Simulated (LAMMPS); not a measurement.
Surface tension of liquid Cu over temperature.

Computed with classical MD, pair style adp, file AlCu.adp (LAMMPS).

| T (K) | surface tension | excess energy |
|---|---|---|
| 1360 | 0.94 ± 0.02 N/m | 1.2 J/m² |
| 1560 | 0.86 ± 0.02 N/m | 1.2 J/m² |
| 1830 | 0.78 ± 0.02 N/m | 1.2 J/m² |

Uncertainties are statistical and leave out the potential's own error.
